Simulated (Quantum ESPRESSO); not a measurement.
# Parameter sweep on Ti₁₀CuSn₆ (P-31m, 17 atoms in the cell)

```xyz
17
Lattice="8.0318 0.0000 0.0000 -4.0159 6.9558 0.0000 0.0000 0.0000 5.4168" Properties=species:S:1:pos:R:3 pbc="T T T"
Ti     4.0159     2.3186     2.7084
Ti     0.0000     4.6372     2.7084
Ti     0.0000     4.6372     0.0000
Ti     4.0159     2.3186     0.0000
Ti     2.9625     5.1313     1.3027
Ti     1.0534     1.8245     4.1141
Ti     2.1067     0.0000     1.3027
Ti     5.9251     0.0000     4.1141
Ti    -1.0534     1.8245     1.3027
Ti    -2.9625     5.1313     4.1141
Cu     0.0000     0.0000     2.7084
Sn     1.5485     2.6820     1.3799
Sn     2.4675     4.2738     4.0370
Sn     4.9349     0.0000     1.3799
Sn     3.0969     0.0000     4.0370
Sn    -2.4675     4.2738     1.3799
Sn    -1.5485     2.6820     4.0370
```

Base run A: Quantum ESPRESSO with PBEsol, SSSP 1.1.2 efficiency (PBE) pseudopotentials, self-consistent single point.

Its settings: ecutwfc = 50 Ry; ecutrho = 400 Ry; occupations = smearing; smearing = cold; degauss = 0.0147 Ry; input_dft = pbesol; potentials = {Ti: ti_pbe_v1.4.uspp.F.UPF, Cu: Cu_pbe_v1.2.uspp.F.UPF, Sn: Sn_pbe_v1.uspp.F.UPF}; K_POINTS = automatic 3 3 4 0 0 0; conv_thr = 1e-10 Ry.

The starting cell comes from a database of computed structures (which also holds hypothetical and non-ambient phases and stackings), without a prior relaxation at this level. Its lattice was rescaled by a random factor within 2.5 % of one. Spin polarisation is off.

Runs:
- B: input_dft: pbesol → default; pseudopotentials: {Ti: ti_pbe_v1.4.uspp.F.UPF, Cu: Cu_pbe_v1.2.uspp.F.UPF, Sn: Sn_pbe_v1.uspp.F.UPF} → {Ti: ti_lda_v1.4.uspp.F.UPF, Cu: cu_lda_v1.2.uspp.F.UPF, Sn: sn_lda_v1.4.uspp.F.UPF} [LDA (PZ)]
- C: input_dft: pbesol → blyp [BLYP]
- D: input_dft: pbesol → wc [Wu-Cohen GGA]
- E: input_dft: pbesol → vdw-df2 [vdW-DF2]

```tsv
run	pressure (GPa)	largest force (eV/Å)
A	1.32	0.149
B	-3.64	0.133
C	10.95	0.204
D	(withheld)	0.152
E	(withheld)	0.227
```

Problem. What belongs in the gaps?

Solution. 
- D, pressure (GPa): 1.72
- E, pressure (GPa): 13.06

Left out of this page: 3 runs of the series held back from this collection.
